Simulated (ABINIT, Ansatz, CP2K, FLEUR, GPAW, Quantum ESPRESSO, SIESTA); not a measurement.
**One structure in several programs: KTaO3 (Pm-3m, 5 atoms in the cell)**

Self-consistent single point, at a second geometry (lattice scaled by 0.98). First geometry:

```
KTaO3
1.0
    4.04202     0.00000     0.00000
    0.00000     4.04202     0.00000
    0.00000     0.00000     4.04202
K Ta O
1 1 3
Cartesian
  2.02101   2.02101   2.02101
  0.00000   0.00000   0.00000
  0.00000   2.02101   0.00000
  2.02101   0.00000   0.00000
  0.00000   0.00000   2.02101
```

Shared settings, as Ansatz (a first-principles code) writes them: kpoints.mp_grid.grid = 7 7 7; scf.occupations.method = fixed. Potentials and cutoffs stand in the table.

| code | model | ΔF from the first geometry (meV/atom) | pressure (GPa) | cutoff |
|---|---|---|---|---|
| GPAW | PBE, GPAW PAW datasets PBE (gpaw-data 1.0.1) | 20.7 | – | 950 eV |
| Ansatz | PBE, PAW files | 15.8 | 9.44 | default |
| CP2K | PBE, GPW, DZVP-MOLOPT-SR-GTH basis, GTH-PBE potentials (GTH_POTENTIALS) | 0.8 | 6.57 | grid 500 Ry |
| ABINIT | PBE, PAW (JTH v2.0 PBE PAW) | 18.7 | 10.04 | 48 Ry |
| SIESTA | GGA PBE, numerical atomic orbitals DZP, PseudoDojo PBE standard norm-conserving potentials (rewritten from UPF to PSML) | 28.0 | 12.25 | grid 350 Ry |
| Quantum ESPRESSO | PBE, GBRV 1.5 ultrasoft (PBE) pseudopotentials | 19.7 | 9.39 | 40 Ry |
| FLEUR | PBE, all-electron FLAPW (FLEUR), scalar-relativistic valence | 16.8 | – | Kmax 4.8 1/bohr |

For Quantum ESPRESSO (by 0.9 GPa) the energy change implies a higher mean pressure, against the two pressures, than for the other programs: a sign of finite-basis (Pulay) stress.

A dash marks a value that a program does not give, or that is left out as unsure.

On Ansatz's run: spin-orbit coupling is off. Spin polarisation is off.

The spread over the programs that give each value: ΔF from the first geometry within 27.2 meV/atom; pressure within 5.68 GPa.

CP2K and SIESTA use small atom-centred bases, whose incompleteness enters pressures, forces and empty levels differently from a plane-wave cutoff. FLEUR treats all electrons, but the usual bases taken here (sphere radii, linearisation, local orbitals, empty states) were not tested for convergence, so the values are no reference for the others. Ansatz's pressure is given at a fixed set of plane waves, as the other plane-wave codes print theirs; with its correction for the finite basis it is 9.77 GPa (the shift of 0.33 GPa shows how far the cutoff is from converged). The pressure of GPAW is left out: its cutoff lies under the one at which its stress was checked. In the pressure, CP2K (by 2.87) and SIESTA (by 2.80) lie more than 1 GPa from the median of the plane-wave programs.

This mesh misses zone-boundary points where a band edge of such crystals can lie, so no gaps are given.

The starting cell comes from a database of computed structures (which also holds hypothetical and non-ambient phases and stackings), without a prior relaxation at this level. Its lattice was rescaled by a random factor within 2.5 % of one. For this run, on top of that: lattice scaled by 0.98.

Left out of this page: Elk (not drawn, or without a comparable value).

Keys are those of Ansatz 0.2.
